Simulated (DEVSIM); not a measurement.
System: Si n-i-p diode, at 300 K.

Layer 1 from the left is Si, thickness (μm) 0.590, Nd (cm⁻³) 1.6e18, τn (s) 5.2e-7, τp (s) 1.6e-6. Layer 2 from the left is Si, thickness (μm) 9.60, Na (cm⁻³) 2.5e11, τn (s) 5.2e-7, τp (s) 5.2e-7. Layer 3 from the left is Si, thickness (μm) 0.970, Na (cm⁻³) 1.8e17, τn (s) 5.2e-7, τp (s) 5.2e-7.

Left contact: ohmic. Right contact: ohmic. Voltage is applied to the left contact. Recombination: SRH at mid-gap, radiative. Gap narrowing is on: ΔEg = 6.92 meV × (l + √(l² + 0.5)), l = ln(N/1.3e17 cm⁻³), shared equally by both band edges. Mobility is constant in doping.

Constants are typed, rounded textbook-type inputs, not results; the design itself was drawn at random and stands for no fabricated device. Values at 300 K.

Si: gap (eV) 1.124, affinity (eV) 4.05, permittivity 11.7, Nc (cm⁻³) 2.86e19, Nv (cm⁻³) 3.1e19, μn (cm²/Vs) 1417, μp (cm²/Vs) 470, B (cm³/s) 4.7e-15.

Model (solved in DEVSIM): 1D drift-diffusion, Boltzmann statistics, complete ionisation; no tunnelling, impact ionisation, image-force lowering or self-heating.

Question: What does the simulation give for the dark forward voltage at 100 A/cm², the dark forward voltage at 1 A/cm², the potential step across the device at zero bias?

Answer: dark forward voltage at 100 A/cm² 0.749 V; dark forward voltage at 1 A/cm² 0.605 V; potential step across the device at zero bias 0.895 V.
